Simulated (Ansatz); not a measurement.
Take ZnSe in the zinc blende structure (space group F-43m, No. 216; a = 5.666 Å) as the base. Axes: x, y, z lie along the cube axes.

Computed with Ansatz (an electronic-structure program) r2SCAN, spin-orbit coupling left out.

Perturbation: every lattice vector is shortened by 1.00 %, atoms relaxed at fixed cell.

Problem. Predict the stress tensor and what it implies for the stiffness.

Solution. Stress of the strained cell less that of the base (GPa, compression positive):
```
   2.10    0.00    0.00
   0.00    2.10    0.00
   0.00    0.00    2.10
```

Then B = −ΔP/(ΔV/V₀) with ΔV/V₀ = -0.0297 gives secant stiffness values (nonlinear terms included at this strain): B ≈ 71 GPa.

As a check, the harmonic strain energy −½ V₀ Δσ:ε is 4.5 meV/atom; the computed energy rise is 4.3 meV/atom.

Whether these cells are dynamically stable was not tested.
